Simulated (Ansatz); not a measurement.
Converging the k-point mesh: a (111) slab of VMo (cut from a parent of space group no. 65; 10 atoms in the cell)

```
CELL_PARAMETERS angstrom
      2.69010     0.00000     0.00000
      1.73946     4.90296     0.00000
      0.00000     0.00000    22.63911
ATOMIC_POSITIONS crystal
  Mo 0.09492 0.94623 0.30920
  Mo 0.61865 0.68279 0.40460
  Mo 0.14239 0.41934 0.50000
  Mo 0.66612 0.15590 0.59540
  Mo 0.18985 0.89246 0.69080
  V  0.09492 0.44623 0.30920
  V  0.61865 0.18279 0.40460
  V  0.14239 0.91934 0.50000
  V  0.66612 0.65590 0.59540
  V  0.18985 0.39246 0.69080
```

Method of the run: LDA (PW92), default PAW files made with PBE (plane waves; Ansatz, a first-principles code).

Base settings: basis.ecutwfc = 420 eV; kpoints.mp_grid.grid = 6 3 1; hamiltonian.xc = lda; hamiltonian.pseudopotentials = {kind: paw} (the program's default PAW files); scf.occupations.method = gaussian; scf.occupations.width = 0.1 eV.

Only quantities that move along the ladder and can be compared are tabulated.

The starting cell comes from a database of computed structures (which also holds hypothetical and non-ambient phases and stackings), without a prior relaxation at this level. The slab is cut from that crystal, and its faces are unrelaxed. Its lattice was rescaled by up to half a per cent. Spin polarisation is off. Without a gap this mesh is coarse (it stands for a supercell whose shortest in-plane vector is 16 Å).

| kpoints.mp_grid.grid | free energy less the last step's (meV/atom) | largest difference of a force vector from the last step's (eV/Å) |
|---|---|---|
| 3 2 1 | 54.21 | 0.334 |
| 4 2 1 | 54.52 | 0.390 |
| 4 3 1 | 24.29 | 0.161 |
| 5 3 1 | -14.66 | 0.175 |
| 6 3 1 | -8.98 | 0.113 |
| 7 4 1 | -1.00 | 0.057 |
| 8 4 1 | 1.45 | 0.076 |
| 9 5 1 | 1.49 | 0.038 |
| 11 6 1 | 0.11 | 0.025 |
| 13 7 1 | -0.05 | 0.022 |
| 15 8 1 | 0.44 | 0.011 |
| 18 9 1 | 0.71 | 0.016 |
| 21 11 1 | 0.20 | 0.007 |
| 24 13 1 | 0.11 | 0.005 |
| 28 15 1 | -0.05 | 0.003 |
| 33 17 1 | 0.00 | 0.000 |

Coarsest kpoints.mp_grid.grid that holds the free energy within 0.5 meV/atom of the last step, with all finer ones: 21 11 1; the step before is off by 0.71 meV/atom.

Two neighbours can agree and both be off: 3 2 1 and 4 2 1 differ by 0.30 meV/atom in the free energy, yet lie about 55 meV/atom from the last step.

Keys are those of Ansatz 0.2.
